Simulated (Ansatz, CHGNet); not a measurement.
# Elastic constant C13 of C11b MoSi₂: levels of theory against measurement

Reference value: 83.8 GPa (measured, temperature not stated, not corrected to a static lattice; as tabulated in Friák et al. (2018), doi:10.3390/nano8121057).

**Question.** What do CHGNet 0.3.0, LDA, BLYP, PBE, PBE-D3(BJ) give, and how far is each from the reference?

**Answer.** 
```
level (code)         value (GPa)  cell (Å³/atom)  difference (%)
-------------------  -----------  --------------  --------------
CHGNet 0.3.0                 192           13.59            +129
LDA (Ansatz)                99.4           13.06           +18.6
BLYP (Ansatz)               69.4           14.25           -17.2
PBE (Ansatz)                87.7           13.58            +4.7
PBE-D3(BJ) (Ansatz)         95.4           13.13           +13.8
```

The reference's temperature isn't stated, so close values are not ranked against it. Off by more than 25 %, or 35 % on the side where a correction would as a rule narrow the miss (bounds picked here): CHGNet 0.3.0 (+129 %).

The reference isn't brought to a static lattice, while the calculations are for one, so the differences are not the levels' errors alone.  PBE-D3(BJ): the dispersion coefficients are held fixed in the derivatives. Each level is taken at its own relaxed cell. Ansatz's density-functional and Hartree–Fock values are scalar-relativistic unless marked +SOC, with PAW data made under PBE.

Machine-learned potentials (CHGNet 0.3.0) are trained on DFT data: a solid inside that data is no test of them.

Differences are worked out from the printed values.

Ansatz is a program for electronic structure.
